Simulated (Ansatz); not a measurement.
Bond-angle distributions (per cent of the angles at each element, bins of 10°) of a relaxed model of amorphous Hf18O35 at 9.47 g/cm³. All values below come from PBE, scalar-relativistic without spin-orbit coupling (plane waves to 420 eV, PAW; Ansatz, a program for electronic structure). The usual formal charges leave 2 electrons over, so the level spacing at the Fermi energy parts defect or band states and needn't be the band gap.

A CHGNet melt-quench gave the starting glass, which DFT then relaxed. O atoms were pushed apart under 1.9 Å during the dynamics, to hinder bonds among them. The hot cell started wider than the set density and was brought back towards it in steps. It is the lowest in DFT energy of 4 quenches. It is a model cell: composition and starting density were chosen by hand, and all elements were melted together. No dispersion term was used. Its density started from a set value of 9.47 and ended at 9.47 g/cm³. The simulated quench (nominally 73 K/ps over its main leg) is rapid and tends to freeze in more defects than a deposited or slowly cooled glass has. One small periodic cell is one sample of the glass; other quenches scatter about these values. The volume was held where the preparation left it and the shape relaxed, at a PBE pressure of -0.7 GPa (tension). Stress components on the final sampling reach 0.7 GPa.

Cut-offs for bonds: Hf-Hf 3.34 Å, Hf-O 2.66 Å, O-O 1.58 Å. Two cations that share two anions don't count as bonded, nor two that share one unless they lie closer than Hf-Hf 3.25 Å.

```json
[
 {"angle (°)": "50-60", "at Hf": "0", "at O": "0"},
 {"angle (°)": "60-70", "at Hf": "8", "at O": "0"},
 {"angle (°)": "70-80", "at Hf": "22", "at O": "1"},
 {"angle (°)": "80-90", "at Hf": "20", "at O": "4"},
 {"angle (°)": "90-100", "at Hf": "8", "at O": "21"},
 {"angle (°)": "100-110", "at Hf": "5", "at O": "31"},
 {"angle (°)": "110-120", "at Hf": "6", "at O": "14"},
 {"angle (°)": "120-130", "at Hf": "8", "at O": "7"},
 {"angle (°)": "130-140", "at Hf": "8", "at O": "12"},
 {"angle (°)": "140-150", "at Hf": "7", "at O": "6"},
 {"angle (°)": "150-160", "at Hf": "5", "at O": "4"},
 {"angle (°)": "160-170", "at Hf": "2", "at O": "0"},
 {"angle (°)": "170-180", "at Hf": "0", "at O": "0"}
]
```

They go with these counts of neighbours within the cut-offs, cation contacts included: Hf mean 6.4, most often 6; O mean 3.3, most often 3.
